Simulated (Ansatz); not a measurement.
Consider Al-vacancy pair (Al on one host Ga site, one Ga site vacant) in wurtzite GaN, charge state -3. All values below come from PBE, PAW (plane waves to 420 eV; Ansatz, an electronic-structure program).

72-site cell at the relaxed PBE lattice, one k-point at (0.125, 0.250, 0.250), smearing 0.01 eV, spin-restricted, no finite-size correction. Static, classical nuclei. The charge state is imposed; whether it is stable for some Fermi level was not computed. Forms of the defect that were not tried may lie lower.

Barriers: single points on a 2×2×2 k-point mesh shifted by half a step along c at the bands' geometries (they differ from the bands' own by up to 0.06 eV, and are uncertain by about as much).

The step: one Ga atom jumps into the vacancy from a nearby Ga site (Al-vacancy distance between ideal sites 3.21 Å throughout). Atoms about the jump, Cartesian Å from the middle of the jump, before and after:

```tsv
atom	x0	y0	z0	x1	y1	z1
Ga1	-0.77	-1.33	0.00	0.77	1.33	0.00
N2	-0.93	0.37	-0.75	-0.78	0.63	-0.76
N3	0.83	-2.34	-0.61	0.93	-2.40	-0.66
N4	2.54	0.39	-0.66	2.44	0.45	-0.61
N5	-0.78	-1.41	2.00	-0.78	-1.42	2.19
N6	0.83	1.37	2.20	0.83	1.37	2.00
Ga7	2.43	-1.35	0.01	2.38	-1.43	0.01
Ga8	-0.74	0.47	2.63	-0.78	0.40	2.63
N9	2.44	-1.42	2.01	2.44	-1.42	2.01
Al10	-0.78	0.45	-2.56	-0.78	0.44	-2.56
Ga11	-2.33	1.35	0.00	-2.34	1.33	0.00
Ga12	0.83	-2.33	2.64	0.79	-2.32	2.63
Ga13	2.40	0.47	2.63	2.43	0.44	2.64
Ga14	0.83	-2.33	-2.58	0.81	-2.32	-2.53
Ga15	2.41	0.45	-2.53	2.43	0.44	-2.58
N16	-2.37	-2.35	-0.59	-2.50	-2.40	-0.66
N17	0.82	3.37	-0.67	0.85	3.23	-0.59
N18	-2.39	1.37	2.00	-2.39	1.37	2.00
N19	-0.77	-1.38	-3.23	-0.78	-1.36	-3.25
N20	0.79	1.34	-3.25	0.81	1.35	-3.23
Ga21	0.83	-4.19	0.02	0.82	-4.14	0.01
Ga22	3.99	1.36	0.01	4.04	1.38	0.02
```

Task: Give the saddle-point geometry and the barrier.

Result: 
```tsv
atom	x	y	z
Ga1	0.31	-0.19	0.24
N2	-0.98	0.58	-0.80
N3	0.91	-2.21	-0.56
N4	2.37	0.31	-0.56
N5	-0.67	-1.31	2.03
N6	0.79	1.22	2.03
Ga7	2.62	-1.52	0.03
Ga8	-0.82	0.46	2.76
N9	2.51	-1.46	2.03
Al10	-0.83	0.47	-2.60
Ga11	-2.43	1.40	0.01
Ga12	0.85	-2.31	2.66
Ga13	2.42	0.41	2.66
Ga14	0.81	-2.28	-2.51
Ga15	2.38	0.42	-2.51
N16	-2.40	-2.36	-0.63
N17	0.84	3.25	-0.63
N18	-2.42	1.38	2.02
N19	-0.78	-1.35	-3.23
N20	0.78	1.33	-3.23
Ga21	0.76	-4.08	0.03
Ga22	3.91	1.37	0.03
```
It lies 2.11 eV above the start and 2.11 eV above the end. The saddle point's order was not checked, and it lies on a symmetry element of the cell, where a band can be held.
